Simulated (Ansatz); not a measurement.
# Magnetic orders in KCrF3

Consider KCrF3 (space group P4/mmm, No. 123; a = 4.0147 Å, c = 4.5585 Å; ferromagnetic; a cell from a computed database, its experimental status unchecked).

Each order is relaxed in cell and atoms; arrows give the starting signs on the magnetic atoms.

The values are results of Ansatz (a program for electronic structure), PBEsol+U (U_eff on d states: Cr 3.70 eV), PAW, cutoff 420 eV, no spin-orbit coupling, not measurements.

Notes on the quantities. energy relative to the base: σ→0; gap character: in this cell's own zone, which can be folded.

| variant | energy relative to the base | gap character | band gap | volume per atom |
|---|---|---|---|---|
| base | 0 meV/atom | indirect, A → Γ | 0.76 eV | 14.69 Å³ |
| ↑↓ start, q = (0, 1/2, 1/2), 10 atoms | -3 meV/atom | indirect, R → Γ | 2.04 eV | 14.66 Å³ |
| ↑↓ start, q = (1/2, 1/2, 0), 10 atoms | -1 meV/atom | indirect, R → Γ | 1.91 eV | 14.70 Å³ |
| non-magnetic | +0.620 eV/atom | indirect, A → Γ | 0.79 eV | 13.44 Å³ |
| ↑↓ start, q = (1/2, 1/2, 1/2), 10 atoms | -3 meV/atom | indirect, N → Γ | 2.54 eV | 14.66 Å³ |

Other magnetic orders, which the real material may have, were not ruled out. Whether these cells are dynamically stable was not tested. Where the two band edges lie in opposite spin channels, the gap is a spin-flip gap. Spin-polarised in the final run: ↑↓ start, q = (0, 1/2, 1/2), 10 atoms, base, ↑↓ start, q = (1/2, 1/2, 0), 10 atoms and ↑↓ start, q = (1/2, 1/2, 1/2), 10 atoms; the other runs are not. The U values are a database's picks, fitted on other projectors than the ortho-atomic ones used here. k-point labels follow each cell's own Brillouin zone.
